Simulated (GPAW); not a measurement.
**Equation of state of diamond-structure Si (space group 227): energy against volume (GPAW, LDA)**

```
Si
1.0
    0.00000     2.60989     2.60989
    2.60989     0.00000     2.60989
    2.60989     2.60989     0.00000
Si
2
Cartesian
  2.60989   2.60989   2.60989
  3.91483   3.91483   3.91483
```

Computed with LDA (Perdew-Wang 92), GPAW PAW datasets LDA (gpaw-data 1.0.1) (plane waves; GPAW 25.7.0). Settings: mode = pw; ecut = 585 eV; xc = LDA; kpts = 11 11 11; mesh shift (steps) = 0 0 0; occupations.name = fermi-dirac; occupations.width = 0.01 eV; nbands = -8; convergence.bands = -6; symmetry.symmorphic = false; symmetry.tolerance = 0.0005; maxiter = 120. The cell above is the first row's. The rows scale it uniformly. In all rows fractional positions and the k mesh are held. E is the free energy at the stated smearing, counted from the lowest row.

```csv
V (Å^3/atom),E (meV/atom)
17.777,71.58
18.164,44.63
18.550,24.65
18.937,10.94
19.323,2.91
19.710,0.00
20.096,1.71
20.482,7.58
20.869,?
```

The 8 complete rows are fitted with the third-order Birch-Murnaghan form, a cubic in V^(-2/3), E against V. With u = V^(-2/3) - 0.140, the rows have u = 0.006812, 0.004719, 0.002704, 0.000754, -0.001127, -0.002951, -0.004712, -0.006417. Least squares gives E = 7.113 + 4536.29·u + 720847·u² + 386301·u³. Residuals (row less fit): -0.006, 0.017, -0.007, -0.003, -0.006, 0.006, 0.007, -0.005; standard error 0.012 (degrees of freedom: 4). Its minimum lies at u = -0.003154, so V0 = (0.136846)^(-3/2) = 19.75. There d²E/du² = 1434000 and d³E/du³ = 2318000, so B0 = (4/9) × 19.75^(-7/3) × 1434000 × 0.160218 = 96.8 GPa (the last factor turns the table's units into GPa), and B0' = 4 + (2/3) × 0.136846 × (2318000)/1434000 = 4.1. The program's pressures in the fitted runs (not shown) pass through zero at V = 19.75, 0.01 % from this V0.

Estimate the missing E (V = 20.869); what did the run itself give?

u = -0.008073, so E = 7.113 + 4536.29 × (-0.008073) + 720847 × (-0.008073)² + 386301 × (-0.008073)³ = 17.268 meV/atom. The calculation gives 17.21 meV/atom, 0.058 meV/atom below the prediction (0.1 % of the range of E in the table). The row lies outside the fitted rows, so this is an extrapolation. From the scatter of the fitted rows alone, a prediction at this place has a standard error of 0.028 meV/atom, so the miss is 2.1 times that.

Carrying the step between the two nearest rows on in a straight line would have given 13.47, off by 3.74; series whose last step already gives the withheld value aren't shown. The scan was laid around a cell of about the measured size, scaled by a guess for this functional. The runs keep the symmetry of the cell, so they don't test it for distortions. Cutoffs and mesh are single choices, not tested for convergence of this quantity. Series with a scatter that would blur these digits, or in which a gap closes, are not shown. Nor are scans whose minimum lies at an end fitted in this form.
